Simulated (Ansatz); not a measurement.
The starting structures come from a database of crystals and need not be the phases stable at ambient conditions.

The decay constant κ of evanescent states in the gap governs leakage through a thin film.

Data:

```yaml
crystal:
  lattice:
    - [7.24394, 0.00000, 0.00000]
    - [0.00000, 7.24394, 0.00000]
    - [3.62197, -3.62197, 3.13593]
  atoms:
    - { symbol: Ca, position: [0.25000, 0.25000, 0.50000] }
    - { symbol: Ca, position: [0.00000, 0.00000, 0.00000] }
    - { symbol: Cr, position: [0.50000, 0.50000, 0.00000] }
    - { symbol: Cr, position: [0.75000, 0.75000, 0.50000] }
    - { symbol: O, position: [0.77021, 0.90999, 0.81998] }
    - { symbol: O, position: [0.34001, 0.84019, 0.31998] }
    - { symbol: O, position: [0.40981, 0.90999, 0.81998] }
    - { symbol: O, position: [0.34001, 0.47979, 0.31998] }
    - { symbol: O, position: [0.47979, 0.34001, 0.68002] }
    - { symbol: O, position: [0.90999, 0.77021, 0.18002] }
    - { symbol: O, position: [0.84019, 0.34001, 0.68002] }
    - { symbol: O, position: [0.90999, 0.40981, 0.18002] }
```

Space group of this cell: I4_1/amd. The cell is taken as given; by PBEsol its mean pressure is -1.7 GPa.

Transport runs along the normal of the first two printed cell vectors, the (001) plane of the conventional cell.

No gap correction and no spin-orbit coupling; mid-gap values are interpolated between computed energies.

Problem. Predict the band gap and the smallest decay constant κ at mid-gap from Ansatz (an electronic-structure program) with PBEsol.

Solution. Gap 2.27 eV on a 10×10×10 mesh; κ = 0.430 1/Å, at the zone centre.
